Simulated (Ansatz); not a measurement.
Start from VH$_{2}$ in the anatase structure (space group I4_1/amd, No. 141; a = 3.558 Å, c = 7.829 Å; a hypothetical phase, not in the database extracts checked).

Method: PBE (Ansatz, a quantum-chemistry and plane-wave program, PAW, scalar-relativistic without spin-orbit coupling).

For the base:

| Quantity | Result |
|---|---|
| Lattice parameter a | 3.558 Å |

The change: Nb takes the place of V on all its sites, then cell and atoms are relaxed.

Question: Estimate the effect on the lattice parameter a.

Answer: The lattice parameter a increases by 0.256 Å to 3.814 Å.

Whether these cells are dynamically stable was not tested. As relaxed here, NbH2 is a hypothetical phase, not in the database extracts checked. Seeded moments were not kept for the base. All final runs are without spin polarisation.
